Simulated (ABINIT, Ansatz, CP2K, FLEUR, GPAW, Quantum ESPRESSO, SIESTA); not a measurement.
## One structure in several programs: SnO2 (P4_2/mnm, 6 atoms in the cell)

Self-consistent single point, at a second geometry (lattice scaled by 0.98). First geometry:

```
SnO2
1.0
    4.87775     0.00000     0.00000
    0.00000     4.87775     0.00000
    0.00000     0.00000     3.28352
Sn O
2 4
Direct
  0.50000   0.50000   0.50000
  0.00000   0.00000   0.00000
  0.19403   0.80597   0.50000
  0.80597   0.19403   0.50000
  0.69403   0.69403   0.00000
  0.30597   0.30597   0.00000
```

Shared settings, as Ansatz (a program for electronic structure) writes them: kpoints.mp_grid.grid = 7 7 10; scf.occupations.method = fixed. Potentials and cutoffs stand in the table.

```
code                                                                                                                                model  ΔF from the first geometry (meV/atom)  pressure (GPa)  largest force (eV/Å)  gap on the mesh (eV)           cutoff
----------------  -----------------------------------------------------------------------------------------------------------------------  -------------------------------------  --------------  --------------------  --------------------  ---------------
CP2K                                                              PBE, GPW, DZVP-MOLOPT-SR-GTH basis, GTH-PBE potentials (GTH_POTENTIALS)                                   12.5            8.18                 0.134                 0.746      grid 450 Ry
Quantum ESPRESSO                                                                           PBE, GBRV 1.5 ultrasoft (PBE) pseudopotentials                                   -2.5            5.11                 0.005                 0.948            40 Ry
FLEUR                                                                        PBE, all-electron FLAPW (FLEUR), scalar-relativistic valence                                   -5.3               –                 0.033                 0.911  Kmax 4.5 1/bohr
SIESTA            GGA PBE, numerical atomic orbitals TZP, PseudoDojo PBE standard norm-conserving potentials (rewritten from UPF to PSML)                                    8.6            7.74                 0.093                 0.659      grid 350 Ry
ABINIT                                                                                                        PBE, PAW (JTH v2.0 PBE PAW)                                   -7.3            3.59                 0.017                 0.935           653 eV
Ansatz                                                                                                                     PBE, PAW files                                   -4.5            4.39                 0.010                 0.941           420 eV
GPAW                                                                                         PBE, GPAW PAW datasets PBE (gpaw-data 1.0.1)                                   -9.9               –                 0.025                 0.973           950 eV
```

A dash marks a value that a program does not give, or that is left out as unsure.

Gaps are read on the mesh.

The spread over the programs that give each value: ΔF from the first geometry within 22.4 meV/atom; pressure within 4.59 GPa; largest force within 0.129 eV/Å; gap on the mesh within 0.314 eV.

CP2K and SIESTA use small atom-centred bases, whose incompleteness enters pressures, forces and empty levels differently from a plane-wave cutoff. FLEUR treats all electrons, but the usual bases taken here (sphere radii, linearisation, local orbitals, empty states) were not tested for convergence, so the values are no reference for the others. Ansatz's pressure is given at a fixed set of plane waves, as the other plane-wave codes print theirs; with its correction for the finite basis it is 4.75 GPa (the shift of 0.36 GPa shows how far the cutoff is from converged). The pressure of GPAW is left out: its cutoff lies under the one at which its stress was checked. In the pressure, CP2K (by 3.79) and SIESTA (by 3.35) lie more than 1 GPa from the median of the plane-wave programs. In the gap, CP2K (by 0.198) and SIESTA (by 0.285) lie more than 0.12 eV from the median of the plane-wave programs. In the force vectors, CP2K (by 0.120) lies more than 0.08 eV/Å from the median of the plane-wave programs.

The starting cell comes from a database of computed structures (which also holds hypothetical and non-ambient phases and stackings), without a prior relaxation at this level. Its lattice was rescaled by a random factor within 2.5 % of one. For this run, on top of that: lattice scaled by 0.98.

Keys are those of Ansatz 0.2.
